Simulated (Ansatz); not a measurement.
# Ir: tensor shear ε_xz = +0.53 %

Consider Ir in the fcc (Cu type) structure (space group Fm-3m, No. 225; a = 3.831 Å; relaxed with 0.1 eV smearing). Axes: x, y, z lie along the cube axes.

Perturbation: a pure shear with ε_xz = ε_zx = 0.0053, atoms relaxed at fixed cell.

Computed with PBEsol, PAW, 420 eV (Ansatz, a quantum-chemistry and plane-wave program; spin-orbit coupling left out). Γ-centred 29×29×29 mesh, Fermi–Dirac width 0.1 eV.

```json
[
 {"quantity": "volume per atom", "base": "14.06 Å³", "changed": "14.06 Å³", "shift": "0.00 Å³"},
 {"quantity": "space group", "base": "Fm-3m (No. 225)", "changed": "Immm (No. 71)", "shift": "–"},
 {"quantity": "shortest interatomic distance", "base": "2.709 Å", "changed": "2.695 Å", "shift": "-0.014 Å"},
 {"quantity": "energy relative to the base (free energy F)", "base": "0 meV/atom", "changed": "+1.4 meV/atom", "shift": "+1.4 meV/atom"},
 {"quantity": "pressure (mean of the normal stresses, compression positive)", "base": "0.0 GPa", "changed": "0.1 GPa", "shift": "+0.1 GPa"},
 {"quantity": "band gap", "base": "zero", "changed": "zero", "shift": "–"},
 {"quantity": "stress (xx, yy, zz, yz, xz, xy; compression positive)", "base": "–", "changed": "(0.1, 0.0, 0.1, 0.0, -3.0, 0.0) GPa", "shift": "–"}
]
```

Cost of the whole job for the changed cell (relaxation, final SCF and bands): roughly 2.0 core-minutes.

The cells carry an imposed strain or load. No phonon test of stability was made. All final runs are without spin polarisation.
